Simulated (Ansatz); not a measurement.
Cr2N: element substitutions

Consider Cr2N (space group P-31m, No. 162; a = 4.719 Å, c = 4.359 Å; non-magnetic).

Each row replaces one element on all its sites; cell and atoms are relaxed.

The values are results of PBEsol in Ansatz (plane waves to 420 eV, PAW, spin-orbit coupling left out), not measurements.

```tsv
case	c/a ratio	volume per atom
base	0.924	9.34 Å³
Cr → W	0.932	12.11 Å³
Cr → Cd	0.901	16.48 Å³
Cr → Mo	0.935	11.97 Å³
```

Whether these cells are dynamically stable was not tested. As relaxed here, W2N, Cd2N and Mo2N are hypothetical phases, not in the database extracts checked. Seeded moments were not kept for the base. All final runs are without spin polarisation. An odd electron count without spin: W2N, Cr2N, Cd2N and Mo2N.

Ansatz is a quantum-chemistry and plane-wave program.
